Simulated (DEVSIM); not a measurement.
Structure: Schottky contact on n-type GaN, at 300 K.

```csv
layer (left to right),material,thickness (μm),Nd (cm⁻³),τn (s),τp (s)
1,GaN,1.70,8e15,6.8e-10,6.8e-10
```

Left contact: Schottky, work function 5.21 eV, emission velocity 5.4e6 cm/s. Right contact: ohmic. Voltage is applied to the left contact. Recombination: SRH at mid-gap, Auger. Mobility is constant in doping.

This is a model device: material constants are rounded textbook-type values typed into the input, and sizes, dopings and lifetimes were drawn at random. Values at 300 K.

```csv
parameter,GaN
gap (eV),3.43
affinity (eV),4.1
permittivity,9.5
Nc (cm⁻³),2.3e18
Nv (cm⁻³),4.6e19
μn (cm²/Vs),1200
μp (cm²/Vs),100
Cn (cm⁶/s),1e-30
Cp (cm⁶/s),1e-30
```

Model (solved in DEVSIM): 1D drift-diffusion, Boltzmann statistics, complete ionisation; no tunnelling, impact ionisation, image-force lowering or self-heating. Metal contacts follow the ideal Schottky-Mott rule: no Fermi-level pinning, no interface dipoles.

Give the dark forward current.


```json
[
 {"V (V)": "0.05", "J (A/cm²)": "2.4e-12"},
 {"V (V)": "0.15", "J (A/cm²)": "1.4e-10"},
 {"V (V)": "0.25", "J (A/cm²)": "6.5e-9"},
 {"V (V)": "0.30", "J (A/cm²)": "4.4e-8"},
 {"V (V)": "0.40", "J (A/cm²)": "2.1e-6"},
 {"V (V)": "0.50", "J (A/cm²)": "1.0e-4"},
 {"V (V)": "0.60", "J (A/cm²)": "0.0047"},
 {"V (V)": "0.65", "J (A/cm²)": "0.032"},
 {"V (V)": "0.75", "J (A/cm²)": "1.5"},
 {"V (V)": "0.85", "J (A/cm²)": "52"},
 {"V (V)": "0.95", "J (A/cm²)": "440"},
 {"V (V)": "1.00", "J (A/cm²)": "760"},
 {"V (V)": "1.10", "J (A/cm²)": "1500"},
 {"V (V)": "1.20", "J (A/cm²)": "2300"}
]
```
